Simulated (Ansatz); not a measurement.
MgO (Fm-3m), r2SCAN, rigid bands run with Ansatz (a first-principles code): N_v = 2.87e20 cm⁻³ at 300 K and a hole conductivity mass of 2.29 mₑ.

Question: For 1e17 holes per cm³ at 300 K, place the Fermi level, estimate the Seebeck coefficient of a parabolic band with constant τ, and give mobility and conductivity for τ = 20 fs.

Answer: The level lies k_BT ln(N_v/p) = 0.206 eV above the valence-band maximum. S ≈ +(k_B/e)[ln(N_v/p) + 5/2] = 902 μV/K, against 902 μV/K from the full bands (mean over directions). μ = eτ/m = 15.4 cm²/(V·s) and σ = peμ = 0.246 S/cm. τ is assumed, not computed.

Band transport and this doping are assumed; polarons and phonon drag are left out. Spin-orbit coupling is left out.
